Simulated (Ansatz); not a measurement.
Consider interstitial H in amorphous Al32O48 (a melt-quenched model of 80 atoms), charge state -1. The step: several atoms move together, H the farthest; the atom moves 2.55 Å along (0.24, -0.08, -0.05) of the unit cell; the moving atom starts with neighbours O at 1.03, O at 1.68 Å and ends with O at 0.99 Å. DFT values are from Ansatz (plane-wave PAW, 420 eV unless said) in a cell of 80 host sites, spin-restricted, static, with no finite-size correction. The charge state is imposed; whether it is stable for some Fermi level was not computed. Sites that were not tried may lie lower. The start lies 0.22 eV above the lowest site run (PBE). At one site or more, about 1.5 electron(s) of the cell lie at energies of the host's conduction band, so they may not be on the defect. For the PBE band: the saddle point's order was not checked.

```json
[
 {"Level": "CHGNet universal potential (has no charge state), its own band", "Forward barrier (eV)": "0.93", "Cost of the band or of the saddle's single point": "-"},
 {"Level": "PBE, the Γ point alone, band relaxed", "Forward barrier (eV)": "1.21", "Cost of the band or of the saddle's single point": "very roughly 40 core-minutes"},
 {"Level": "PBE, a 2×2×2 k-point mesh shifted by half a step, same geometries", "Forward barrier (eV)": "1.20", "Cost of the band or of the saddle's single point": "very roughly 2.9 core-minutes"},
 {"Level": "r2SCAN at 500 eV, the Γ point alone, same geometries", "Forward barrier (eV)": "___", "Cost of the band or of the saddle's single point": "around 70 core-seconds (rough)"}
]
```

Q: Some entries are withheld; supply them.

A: 
- r2SCAN at 500 eV, the Γ point alone, same geometries, Forward barrier (eV): 1.01

Ansatz is a first-principles code.
